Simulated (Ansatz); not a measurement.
Seebeck coefficient (μV/K, mean over directions) of n-type ZnSe (F-43m) against carrier density, Ansatz (an electronic-structure program) with r2SCAN with spin-orbit coupling, rigid bands. Computed gap 1.82 eV; densities at which minority carriers matter at this gap, or further valleys turn the trend, are left out. Conductivity mass 0.135 mₑ (harmonic mean over directions), N_c = 1.2e18 cm⁻³ at 300 K.

| electron density | 300 K | 500 K |
|---|---|---|
| 1e16 cm⁻³ | -625 | -694 |
| 1e17 cm⁻³ | -428 | -496 |
| 1e18 cm⁻³ | … | -301 |
| 3e18 cm⁻³ | -153 | -212 |
| 1e19 cm⁻³ | -83 | -128 |
| 3e19 cm⁻³ | -44 | -72 |
| 1e20 cm⁻³ | … | -37 |
| 3e20 cm⁻³ | -13 | -22 |

**Question.** Complete the blanks.

**Answer.** 
- 1e18 cm⁻³, 300 K: -235
- 1e20 cm⁻³, 300 K: -22

Rigid bands with a gap fixed in temperature, one relaxation time for all states, no polarons or phonon drag, and whether or not such doping can be reached. Geometry: cell and atoms relaxed with PBEsol.
